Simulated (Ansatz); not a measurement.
Take CdS in the wurtzite structure (space group P6_3mc, No. 186) as the base.

```xyz
4
Lattice="4.1962 0.0000 0.0000 -2.0981 3.6341 0.0000 0.0000 0.0000 6.8295" Properties=species:S:1:pos:R:3 pbc="T T T"
Cd     2.0981     1.2114     3.4132
Cd     0.0000     2.4227     6.8279
S      2.0981     1.2114     0.8416
S      0.0000     2.4227     4.2564
```

Cartesian axes are those of the cell as printed.

The values are results of PBE/PAW in Ansatz (an electronic-structure program), without spin-orbit coupling, not measurements.

Strains are applied to the cell and any free atomic positions relax.

One change was made to it. Results:

```csv
quantity,base,after
energy relative to the base (free energy F),0 meV/atom,+2.3 meV/atom
band gap,1.11 eV,1.17 eV
shortest interatomic distance,2.565 Å,2.551 Å
```

Task: Name the change that was made.
A. uniaxial strain ε_zz = −1.80 %
B. uniaxial strain ε_zz = −3.00 %
C. uniaxial strain ε_zz = −2.40 %
D. uniaxial strain ε_zz = −1.20 %

Result: A, uniaxial strain ε_zz = −1.80 %. For comparison, the energy relative to the base in the other runs: uniaxial strain ε_zz = −3.00 % gives +6.3 meV/atom; uniaxial strain ε_zz = −1.20 % gives +1.0 meV/atom; uniaxial strain ε_zz = −2.40 % gives +4.0 meV/atom.

Stability against distortions was not tested.
